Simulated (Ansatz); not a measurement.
Consider SnO2 in the rutile structure (space group P4_2/mnm, No. 136; a = 4.760 Å, c = 3.201 Å). Axes: x, y, z lie along a, b, c of the conventional cell.

Computed with Ansatz (a quantum-chemistry and plane-wave program) r2SCAN, no SOC.

The change: the cell is stretched by 3.60 % along y with no lateral relaxation; the atoms relax in the strained cell.

### Question
Predict the stress tensor and what it implies for the stiffness.

### Answer
Stress of the strained cell less that of the base (GPa, compression positive):
```
  -5.35    0.00    0.00
   0.00   -8.46    0.00
   0.00    0.00   -4.92
```

Then −Δσ_ii/ε with ε = 0.0360 gives secant stiffness values (nonlinear terms included at this strain): C22 ≈ 235 GPa, C12 ≈ 149 GPa and C23 ≈ 137 GPa.

As a check, the harmonic strain energy −½ V₀ Δσ:ε is 11 meV/atom; the computed energy rise is 12 meV/atom.

No phonon test of stability was made.
